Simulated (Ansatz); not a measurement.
Mg4N2O (model structure, started from the Ca4P2O type, I4/mmm, No. 139, 7 atoms in the cell)

Method: PBEsol in Ansatz (PAW).

Numerical settings: plane-wave cutoff 520 eV, 20×20×20 k mesh, Fermi–Dirac smearing 0.05 eV, scalar-relativistic PAW data made under PBE.

Cell (relaxed at this level):

```yaml
crystal:
  lattice:
    - [-1.88260, 1.88260, 5.65799]
    - [1.88260, -1.88260, 5.65799]
    - [1.88260, 1.88260, -5.65799]
  atoms:
    - { symbol: Mg, position: [0.80986, 0.80986, 0.00000] }
    - { symbol: Mg, position: [0.19014, 0.19014, 0.00000] }
    - { symbol: Mg, position: [0.50000, 0.00000, 0.50000] }
    - { symbol: Mg, position: [0.00000, 0.50000, 0.50000] }
    - { symbol: N, position: [0.63129, 0.63129, 0.00000] }
    - { symbol: N, position: [0.36871, 0.36871, 0.00000] }
    - { symbol: O, position: [0.00000, 0.00000, 0.00000] }
```

```
Property                           Result
------------  ---------------------------
band gap      0.83 eV (on the SCF k mesh)
bulk modulus                      114 GPa
```

Note: the bulk modulus is −V dP/dV from two relaxed cells at ±2 % in volume; the relaxation could raise the start's symmetry but not lower it, so the cell can be a saddle point.

Static lattice: no zero-point or thermal effects.

A model structure was made by putting elements into a prototype or built by hand; it is no filed structure, need not be a known phase, and can be a saddle point held by its symmetry.

Ansatz is a program for electronic structure.
